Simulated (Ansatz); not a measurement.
The starting structures come from a database of crystals and need not be the phases stable at ambient conditions.

```
CsReO4
1.0
    8.34973     0.00000     0.00000
    4.17486     7.37451     0.00000
    4.17486     0.00000     4.17486
Cs Re O
2 2 8
Direct
  0.75000   0.50000   0.50000
  0.00000   0.00000   0.00000
  0.50000   0.00000   0.00000
  0.25000   0.50000   0.50000
  0.55974   0.36488   0.25782
  0.56756   0.86488   0.24218
  0.07538   0.36488   0.74218
  0.56756   0.86488   0.75782
  0.19026   0.13512   0.24218
  0.18244   0.63512   0.74218
  0.67462   0.13512   0.75782
  0.18244   0.63512   0.25782
```

Space group of this cell: I4_1/amd. The cell is taken as given; by r2SCAN its mean pressure is -2.1 GPa.

Transport runs along the normal of the first two printed cell vectors, the (110) plane of the conventional cell.

The gap is the functional's own, uncorrected, and κ follows it; spin-orbit coupling is left out. Mid-gap values are interpolated between the computed energies.

Problem. Predict the band gap and the smallest decay constant κ at mid-gap from Ansatz (a quantum-chemistry and plane-wave program) with r2SCAN.

Solution. Gap 4.65 eV on a 8×8×8 mesh; κ = 0.517 1/Å, at the zone centre.
